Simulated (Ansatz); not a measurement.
The starting structures come from a database of crystals and need not be the phases stable at ambient conditions.

Tunnelling through a barrier is set by its complex band structure: the current falls as exp(−2κd) with the smallest κ.

Input:

```
TcS2
1.0
    6.36205    -0.00692     0.00545
    3.12253     5.65605    -0.09594
   -1.55970    -2.51125     5.79777
Tc S
4 8
Direct
  0.48815   0.71549   0.50304
  0.51185   0.28451   0.49696
  0.06198   0.69157   0.51055
  0.93802   0.30843   0.48945
  0.68046   0.81021   0.29674
  0.31954   0.18979   0.70326
  0.14231   0.82618   0.26944
  0.85769   0.17382   0.73056
  0.63812   0.30469   0.20121
  0.36188   0.69531   0.79879
  0.17740   0.27455   0.23029
  0.82260   0.72545   0.76971
```

Space group of this cell: P-1. The cell was relaxed by PBE-D3(BJ); by r2SCAN its mean pressure is 2.2 GPa.

Transport runs along the normal of the first two printed cell vectors.

The gap is the functional's own, uncorrected, and κ follows it; spin-orbit coupling is left out. Mid-gap values are interpolated between the computed energies.

**Question.** State the band gap and the smallest decay constant κ at mid-gap according to r2SCAN run with Ansatz (a program for electronic structure).

**Answer.** Gap 0.91 eV on a 6×6×6 mesh; κ = 0.192 1/Å, at (0.000, 0.167) of the in-plane reciprocal vectors. At the zone centre, at the nearest computed energy, the slowest state has κ = 0.28 1/Å.
